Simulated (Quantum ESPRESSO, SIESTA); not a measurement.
A Quantum ESPRESSO input for a self-consistent single point of Al3Cu (P4/mmm, 4 atoms in the cell) (DFT, LDA (PZ), plane waves, PSlibrary ultrasoft (LDA) pseudopotentials):

```fortran
&CONTROL
    calculation = 'scf',
    prefix = 'al3cu',
    outdir = './work',
    pseudo_dir = './',
    verbosity = 'high',
    tprnfor = .true.,
    tstress = .true.,
/
&SYSTEM
    ibrav = 0,
    nat = 4,
    ntyp = 2,
    ecutwfc = 55,
    ecutrho = 330,
    occupations = 'smearing',
    smearing = 'fd',
    degauss = 0.0073499,
/
&ELECTRONS
    conv_thr = 1.0d-9,
/
ATOMIC_SPECIES
Al    26.9815  Al.pz-n-rrkjus_psl.1.0.0.UPF
Cu    63.5460  Cu.pz-dn-rrkjus_psl.1.0.0.UPF
CELL_PARAMETERS {bohr}
   5.2892867310     0.0000000000     0.0000000000
   0.0000000000     5.2892867310     0.0000000000
   0.0000000000     0.0000000000    14.3033351476
ATOMIC_POSITIONS {crystal}
Al    0.0000000000    0.0000000000    0.5000000000
Al    0.5000000000    0.5000000000    0.2261200000
Al    0.5000000000    0.5000000000    0.7738800000
Cu    0.0000000000    0.0000000000    0.0000000000
K_POINTS {automatic}
15 15 6  0 0 0
```

**Question.** Translate this input to SIESTA.

**Answer.** One input that does it (others would too):

```
# files in the folder: Al.psml Cu.psml (PseudoDojo LDA standard)
SystemName  Al3Cu
SystemLabel siesta

NumberOfAtoms                4
NumberOfSpecies              2
%block ChemicalSpeciesLabel
  1 13 Al
  2 29 Cu
%endblock ChemicalSpeciesLabel
LatticeConstant              1.0 Ang
%block LatticeVectors
     2.798970000    0.000000000    0.000000000
     0.000000000    2.798970000    0.000000000
     0.000000000    0.000000000    7.568999000
%endblock LatticeVectors
AtomicCoordinatesFormat      Bohr
%block AtomicCoordinatesAndAtomicSpecies
     0.000000000    0.000000000    7.151667574  1
     2.644643366    2.644643366    3.234270144  1
     2.644643366    2.644643366   11.069065004  1
     0.000000000    0.000000000    0.000000000  2
%endblock AtomicCoordinatesAndAtomicSpecies

XC.functional                LDA
XC.authors                   PW92
PAO.BasisSize                DZP
PAO.EnergyShift              0.005 Ry
MeshCutoff                   300 Ry
%block kgrid.MonkhorstPack
   15   0   0  0.0
    0  15   0  0.0
    0   0   6  0.0
%endblock kgrid.MonkhorstPack
OccupationFunction           FD
ElectronicTemperature        100.0 meV

MaxSCFIterations             150
SCF.Mixer.Method             Pulay
SCF.Mixer.Weight             0.2
SCF.Mixer.History            6
SCF.DM.Tolerance             1.0E-04
Diag.ParallelOverK           true
WriteForces                  true
```

Basis, cutoffs, solver keys and any potentials are the target program's own. This input uses DFT, LDA PW92, numerical atomic orbitals DZP, PseudoDojo LDA standard norm-conserving potentials (rewritten from UPF to PSML). LDA parametrisations can differ slightly between programs.

The starting cell comes from a database of computed structures (which also holds hypothetical and non-ambient phases and stackings), without a prior relaxation at this level. Its lattice was rescaled by a random factor within 2.5 % of one.
